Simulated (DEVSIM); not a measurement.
Device: illuminated Ge n-on-p cell, one wavelength, with a back-surface field, at 300 K.

```tsv
layer (left to right)	material	thickness (μm)	Nd (cm⁻³)	Na (cm⁻³)	τn (s)	τp (s)	absorption coefficient (cm⁻¹)
1	Ge	0.190	3.9e18	-	4.9e-8	5e-8	93000
2	Ge	31.0	-	1.4e17	5.2e-7	5.2e-7	93000
3	Ge	0.750	-	1e18	5.2e-7	5.2e-7	93000
```

Left contact: ohmic, minority hole recombination velocity 5e6 cm/s. Right contact: ohmic, minority electron recombination velocity 6e5 cm/s. Voltage is applied to the left contact. Recombination: SRH at mid-gap, radiative, Auger. Light enters at the left, 4.3e17 photons cm⁻² s⁻¹, one pass, no reflection. Mobility is μmin + (μ − μmin)/(1 + (N/Nref)^α).

This is a model device: material constants are rounded textbook-type values typed into the input, and sizes, dopings and lifetimes were drawn at random. Values at 300 K.

```tsv
parameter	Ge
gap (eV)	0.664
affinity (eV)	4
permittivity	16
Nc (cm⁻³)	1.04e19
Nv (cm⁻³)	6e18
μn (cm²/Vs)	3900
μp (cm²/Vs)	1900
μn,min	150
μp,min	100
Nref,n	2.6e17
Nref,p	4e17
αn	0.56
αp	0.6
B (cm³/s)	6.4e-14
Cn (cm⁶/s)	1e-31
Cp (cm⁶/s)	1e-31
```

DEVSIM, 1D drift-diffusion, Boltzmann statistics, complete ionisation; no tunnelling, impact ionisation, image-force lowering or self-heating.

Task: Give the dark forward current.

Result: 
```tsv
V (V)	J (A/cm²)
-0.05	-0.00011
-0.10	-0.00087
-0.15	-0.0060
-0.20	-0.041
-0.25	-0.29
-0.30	-2.0
-0.35	-13
-0.40	-79
-0.45	-350
-0.50	-1100
-0.55	-2700
```
